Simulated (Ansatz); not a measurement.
1T (CdI2-type) NiTe₂ (model structure)

Level of theory: r²SCAN-D4 (Ansatz, a program for electronic structure, PAW).

Cell: relaxed at this level.

```
Quantity                         Value
-------------------------  -----------
interlayer binding energy  35.5 meV/Å²
layer repeat distance          5.317 Å
gap between the layers         2.713 Å
```

Note: the relaxation could raise the start's symmetry but not lower it, so the cell can be a saddle point.

Spin–orbit coupling is not included.

The result took around 5 core-minutes (rough).

A model structure was made by putting elements into a prototype or built by hand; it is no filed structure, need not be a known phase, and can be a saddle point held by its symmetry.
